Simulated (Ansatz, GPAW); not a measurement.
A GPAW input for a self-consistent single point of RuSi (P2_13, 8 atoms in the cell) (DFT PBE, plane waves, GPAW PAW datasets PBE (gpaw-data 1.0.1)):

```python
from ase import Atoms
from ase.units import GPa
from gpaw import GPAW

atoms = Atoms(['Si', 'Si', 'Si', 'Si', 'Ru', 'Ru', 'Ru', 'Ru'],
              cell=[[4.504207, 0.000000, 0.000000],
                    [0.000000, 4.504207, 0.000000],
                    [0.000000, 0.000000, 4.504207]],
              positions=[[0.729682, 1.522422, 2.981785],
                         [2.981785, 0.729682, 1.522422],
                         [3.774525, 3.774525, 3.774525],
                         [1.522422, 2.981785, 0.729682],
                         [3.927669, 2.828642, 1.675565],
                         [1.675565, 3.927669, 2.828642],
                         [0.576538, 0.576538, 0.576538],
                         [2.828642, 1.675565, 3.927669]],
              pbc=True)

calc = GPAW(mode={'name': 'pw', 'ecut': 550},
            xc='PBE',
            kpts=(7, 7, 7),
            occupations={'name': 'fermi-dirac', 'width': 0.05},
            nbands=-8,
            convergence={'bands': -6},
            symmetry={'symmorphic': False, 'tolerance': 0.0005},
            maxiter=120,
            txt='-')

atoms.calc = calc

energy = atoms.get_potential_energy()
print('Energy (eV):', round(energy, 6))
forces = atoms.get_forces()
print('Forces (eV/Ang):')
print(forces.round(5))
stress = atoms.get_stress()
print('Stress (GPa, Voigt):', (stress / GPa).round(4))
```

Q: Translate this input to Ansatz (a quantum-chemistry and plane-wave program).

A: One input that does it (others would too):

Ansatz 0.2 input:
```yaml
# RuSi
crystal:
  lattice:
    - [4.504207, 0.000000, 0.000000]
    - [0.000000, 4.504207, 0.000000]
    - [0.000000, 0.000000, 4.504207]
  atoms:
    - { symbol: Si, position_ang: [0.729682, 1.522422, 2.981785] }
    - { symbol: Si, position_ang: [2.981785, 0.729682, 1.522422] }
    - { symbol: Si, position_ang: [3.774525, 3.774525, 3.774525] }
    - { symbol: Si, position_ang: [1.522422, 2.981785, 0.729682] }
    - { symbol: Ru, position_ang: [3.927669, 2.828642, 1.675565] }
    - { symbol: Ru, position_ang: [1.675565, 3.927669, 2.828642] }
    - { symbol: Ru, position_ang: [0.576538, 0.576538, 0.576538] }
    - { symbol: Ru, position_ang: [2.828642, 1.675565, 3.927669] }
basis:
  ecutwfc: 30.9 Ry
kpoints:
  mp_grid: { grid: [7, 7, 7] }
hamiltonian:
  xc: pbe
  pseudopotentials: { kind: paw }
scf:
  occupations: { method: fermi_dirac, width: 0.0037 Ry }
output:
  forces: true
  eigenvalues: true
  stress: true
```

Basis, cutoffs, solver keys and any potentials are the target program's own. This input uses DFT, PBE, plane waves, default PAW files. The width in Ry is rounded to four decimals.

The starting cell has typed, rounded lattice constants, without a prior relaxation at this level. Its lattice was rescaled by a random factor within 2.5 % of one. For this run, on top of that: lattice scaled by 0.98.
